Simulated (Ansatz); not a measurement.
A zone-centre phonon calculation of SrNb (P4/mmm, 2 atoms in the cell) with Ansatz (a first-principles code).

Method of the run: PBEsol, default PAW files made with PBE (plane waves; Ansatz).

```
CELL_PARAMETERS angstrom
      3.78259     0.00000     0.00000
      0.00000     3.78259     0.00000
      0.00000     0.00000     4.95790
ATOMIC_POSITIONS crystal
  Sr 0.50000 0.50000 0.50000
  Nb 0.00000 0.00000 0.00000
```

Reference input (self-consistent single point, DFT, PBEsol, plane waves, default PAW files made with PBE): basis.ecutwfc = 420 eV; kpoints.mp_grid.grid = 6 6 5; kpoints.mp_grid.shift = 0.5 0.5 0.5; hamiltonian.xc = pbesol; hamiltonian.pseudopotentials = {kind: paw} (the program's default PAW files); scf.occupations.method = methfessel_paxton; scf.occupations.width = 0.272 eV. This run's input differs from it in these lines:

```diff
@@ -17,6 +17,5 @@
   occupations: { method: methfessel_paxton, width: 0.272 }
-output:
-  forces: true
-  eigenvalues: true
-  stress: true
+  convergence: { dr2_threshold: 1.0e-04 eV }
+phonons:
+  method: dfpt
```

Output, abridged:

```
SCF iter   1: F=—  HF=-7984.383044 eV  |F-HF|=—  |Δ(HF+E_count)|=         —  Δρ=2.90e-3  dr2=1.14e-2  ethr=1.77e-3  ⟨swp⟩=6.5  Hψ=2773  notcnv=0
all-band conjugate gradients solve this SCF's bands
preconditioner: auto → Kerker (q_TF=auto, 2.261 Å⁻¹)
SCF iter   2: F=—  HF=-7984.381883 eV  |F-HF|=—  |Δ(HF+E_count)|=   1.16e-3  S|Δr|=    0.00e0  Δρ=1.59e-3  dr2=2.71e-3  ethr=4.95e-5  ⟨swp⟩=1.1  Hψ=650  notcnv=0
SCF iter   3: F=—  HF=-7984.381486 eV  |F-HF|=—  |Δ(HF+E_count)|=   3.98e-4  S|Δr|=    0.00e0  Δρ=5.98e-4  dr2=7.86e-4  ethr=1.18e-5  ⟨swp⟩=1.6  Hψ=464  notcnv=0
SCF iter   4: F=—  HF=-7984.381314 eV  |F-HF|=—  |Δ(HF+E_count)|=   1.71e-4  S|Δr|=    0.00e0  Δρ=1.74e-4  dr2=2.63e-5  ethr=3.42e-6  ⟨swp⟩=2.0  Hψ=517  notcnv=0
SCF iter   5: F=-7984.381312 eV  HF=-7984.381312 eV  |F-HF|=2.56e-7  |Δ(HF+E_count)|=   2.59e-6  S|Δr|=    0.00e0  Δρ=3.92e-5  dr2=1.11e-6  ethr=1.14e-7  ⟨swp⟩=13.9  Hψ=4160  notcnv=0
SCF 1 converged in 5 iterations: F = -7984.381312 eV  dr2 = 1.11e-6
DFPT response loops at Γ: preconditioner auto → Kerker (q_TF=auto, 2.261 Å⁻¹) (partly filled bands, converged f_vac=0.000) …
Stability not checked (fill_not_monotonic)
Free energy (F): -7984.381312 eV
Internal energy: -7984.363559 eV  (E = F + TS)
E sigma→0 (E₀):  -7984.376874 eV
Entropy (-TS):   -0.017752 eV (-8.876 meV/atom)
Fermi energy:    7.786874 eV
   [... lines left out ...]
  ASR residual: 5.371e-2 → 0.000e0 eV/Å²; symmetrization residual: 7.676e-7 eV/Å²
  ASR residual per site (eV/Å²): 5.37e-2 2.47e-2
  Γ frequencies (cm⁻¹): 0.00 0.00 0.00 99.71 100.14 100.14
  non-analytic LO–TO correction: not included (Born effective charges unavailable; polar crystals: no LO–TO splitting at Γ)
```

The run converged in 5 iterations. 

Summary of the result:
| Quantity | Result |
|---|---|
| Free energy E − TS (on the zero of these files) | -7984.3813 eV |
| Fermi level (on the code's own zero) | 7.79 eV |
| Zone-centre frequencies (cm⁻¹; negative means imaginary) | 0, 0, 0, 100, 100, 100 |

The starting cell was generated: these elements placed on a structure prototype, without a prior relaxation; it need not be a known phase or ordering of this composition. Spin polarisation is off.

Keys are those of Ansatz 0.2.
